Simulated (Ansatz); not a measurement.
The reference is GaN in the zinc blende structure (space group F-43m, No. 216; a = 4.4981 Å). Axes: x, y, z lie along the cube axes.

Method: PBEsol in Ansatz (plane waves to 420 eV, PAW, no spin-orbit coupling).

Base values:

The band gap is 1.70 eV. The valence-band top at Γ is 0.00, 0.00, 0.00 eV.

Modification: tensor shear ε_xy = +2.00 % (engineering shear γ = 0.0400); the atoms relax in the strained cell.

Q: What happens to the band gap?

A: The band gap falls by 0.17 eV, from 1.70 eV to 1.53 eV.

Q: Estimate the effect on the valence-band top at Γ.

A: The valence-band top at Γ (three highest levels, from the VBM) changes from 0.00, 0.00, 0.00 eV to 0.00, -0.15, -0.27 eV.

Q: What happens to the energy relative to the base?

A: The energy goes up by 8.6 meV/atom.

Stability against distortions was not tested. This is not the structure that GaN has at room temperature and ambient pressure.

Ansatz is an electronic-structure program.
